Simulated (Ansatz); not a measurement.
**Sn: isotropic strain +1.00 %**

Start from Sn in the diamond structure (space group Fd-3m, No. 227; a = 6.541 Å; relaxed with 0.1 eV smearing).

The change: every lattice vector is stretched by 1.00 %; the atoms relax in the strained cell.

Level of theory: Kohn–Sham DFT with the PBEsol functional, run in Ansatz (a quantum-chemistry and plane-wave program) with PAW and 420 eV plane waves, no SOC. Γ-centred 15×15×15 mesh, Fermi–Dirac width 0.1 eV.

| quantity | base | changed | shift |
|---|---|---|---|
| volume per atom | 34.98 Å³ | 36.04 Å³ | +1.06 Å³ |
| space group | Fd-3m (No. 227) | Fd-3m (No. 227) | – |
| shortest interatomic distance | 2.832 Å | 2.861 Å | +0.0283 Å |
| energy relative to the base (free energy F) | 0 meV/atom | +3.9 meV/atom | +3.9 meV/atom |
| pressure | 0.0 GPa | -1.2 GPa | -1.2 GPa |
| band gap | zero | zero | – |

Final structure:

```
Sn
1.0
    0.00000     3.30317     3.30317
    3.30317     0.00000     3.30317
    3.30317     3.30317     0.00000
Sn
2
Direct
  0.25000   0.25000   0.25000
  0.00000   0.00000   0.00000
```

Cost of the whole job for the changed cell (relaxation, final SCF and bands): around 11 core-seconds (rough).

Whether these cells are dynamically stable was not tested.
